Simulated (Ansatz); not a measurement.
A (7,7) arsenic nanotube has 28 atoms in a period of 3.617 Å, a mean diameter of 14.04 Å, and lies 32 meV/atom over the flat sheet relaxed at the same level.

Level of theory: PBE (plane waves to 420 eV, PAW; Ansatz, a first-principles code). Mesh 1×1×10. No spin polarisation. It repeats along c; a and b span vacuum. A hypothetical model, rolled from the flat sheet. Symmetry and one short period hold its shape; lower forms weren't sought. Values not marked SOC lack spin–orbit coupling.

### Question
Which bending rigidity of the sheet does this imply in the thin-plate picture?

### Answer
A plate bent to radius R stores D/(2R²) an area. The area an atom is π × 14.04 × 3.617/28 = 5.70 Å², so the stored energy is 0.032/5.70 = 0.0056 eV/Å². With R = 7.020 Å, D = 2R² × 0.0056 = 0.55 eV.
